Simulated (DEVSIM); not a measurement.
Device: GaAs p-n junction from an implanted or diffused profile, at 300 K.

```
layer (left to right)  material  thickness (μm)  Nd (cm⁻³)   τn (s)   τp (s)
---------------------  --------  --------------  ---------  -------  -------
1                          GaAs            7.20     4.1e15  6.8e-10  6.8e-10
```

Added acceptor profile: 9.2e17 cm⁻³ × exp(−(x − 0.11 μm)²/(2·(0.24 μm)²)). Left contact: ohmic. Right contact: ohmic. Voltage is applied to the left contact. Recombination: SRH at mid-gap, radiative, Auger. Mobility is constant in doping.

This is a model device: material constants are rounded textbook-type values typed into the input, and sizes, dopings and lifetimes were drawn at random. Values at 300 K.

| parameter | GaAs |
|---|---|
| gap (eV) | 1.424 |
| affinity (eV) | 4.07 |
| permittivity | 12.9 |
| Nc (cm⁻³) | 4.7e17 |
| Nv (cm⁻³) | 9e18 |
| μn (cm²/Vs) | 8500 |
| μp (cm²/Vs) | 400 |
| B (cm³/s) | 2e-10 |
| Cn (cm⁶/s) | 1e-30 |
| Cp (cm⁶/s) | 1e-30 |

Model (solved in DEVSIM): 1D drift-diffusion, Boltzmann statistics, complete ionisation; no tunnelling, impact ionisation, image-force lowering or self-heating.

The straggle of the profile was swept, all else fixed.

```csv
straggle of the profile (μm),potential step across the device at zero bias (V),dark forward voltage at 100 A/cm² (V),dark forward voltage at 1 A/cm² (V)
0.072,1.212,1.117,0.965
0.12,1.231,1.121,0.967
0.17,1.237,1.123,0.967
0.24,1.240,1.124,0.966
0.34,1.241,1.125,0.964
0.48,1.242,1.124,0.961
0.72,1.242,1.123,?
```

**Question.** Complete the blanks.

**Answer.** 
- 0.72, dark forward voltage at 1 A/cm² (V): 0.957
